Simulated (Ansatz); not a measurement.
## MnTlF3, pressure series

Take MnTlF$_{3}$ in the cubic perovskite structure (space group Pm-3m, No. 221; a = 4.238 Å; ferromagnetic; a cell from a computed database, its experimental status unchecked) as the base.

Cell and atoms are relaxed at each pressure.

Calculations: Ansatz (a quantum-chemistry and plane-wave program) r2SCAN, no spin-orbit coupling.

Candidates:
(a) pressure 3 GPa
(b) pressure 15 GPa
(c) pressure −2 GPa

Before the change:

Band gap: 1.77 eV

Task: Order them by band gap, highest first.

Result: (c) pressure −2 GPa (1.90 eV), (a) pressure 3 GPa (1.59 eV), (b) pressure 15 GPa (1.07 eV)

Spin-orbit coupling, missing from the scalar runs, can matter with Tl. Load acts through the strain it causes; cell and atoms are relaxed under it. Whether these cells are dynamically stable was not tested. Competing high-pressure phases were not computed. No Hubbard U is applied and the magnetic state is the run's own (MnTlF3 ferromagnetic); small cells can't hold the antiferromagnetic order that many such compounds have, so gaps and moments can be off. The base started in Cm and relaxed to Pm-3m at this level. A gap here joins edges of opposite spin (a spin-flip gap). Many cubic perovskites are stable only at high temperature; tilts and polar distortions were not tested.
